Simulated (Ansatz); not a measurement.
Take Cs$_{3}$AuS in the anti-perovskite structure (space group Pm-3m, No. 221; a = 6.542 Å; a hypothetical phase, not in the database extracts checked) as the base.

It is then changed as follows: cell and atoms relaxed at a pressure of 3 GPa.

Levels (all Ansatz, a first-principles code, PAW): PBEsol (420 eV, no spin-orbit coupling); PBEsol+SOC (420 eV, spin-orbit coupling included).

The geometry is relaxed with PBEsol.

| Item | Result |
|---|---|
| PBEsol lowest conduction level above the VBM at special points | X 0.52 eV; M 1.34 eV; R 2.30 eV; Γ 2.32 eV |
| PBEsol smallest direct gap | 0.67 eV |
| PBEsol electron mass | 0.29 mₑ along k, 0.48 mₑ across (at X) |
| PBEsol valence-band top at Γ | 0.00, 0.00, 0.00 eV |

Task: Predict the lowest conduction level above the VBM at special points, smallest direct gap, electron mass and valence-band top at Γ from PBEsol+SOC.

Result: The lowest conduction level above the VBM at special points becomes X 0.46 eV; M 1.15 eV; R 1.98 eV; Γ 2.29 eV (PBEsol: X 0.52 eV; M 1.34 eV; R 2.30 eV; Γ 2.32 eV); the smallest direct gap shrinks by 0.06 eV to 0.61 eV; the electron mass goes from 0.29 mₑ along k, 0.48 mₑ across (at X) to 0.30 mₑ along k, 0.49 mₑ across (at X); the valence-band top at Γ (three highest Kramers pairs, from the VBM) goes from 0.00, 0.00, 0.00 eV to 0.00, -0.05, -0.05 eV.

Single points use the geometry relaxed with PBEsol. The spin-orbit shifts are approximate. Spin-orbit coupling, missing from the scalar runs, can matter with Au. Load acts through the strain it causes; cell and atoms are relaxed under it. Effective masses come from finite differences of ±0.01 Å⁻¹. Along k means along the line from Γ to the band edge. Whether these cells are dynamically stable was not tested.
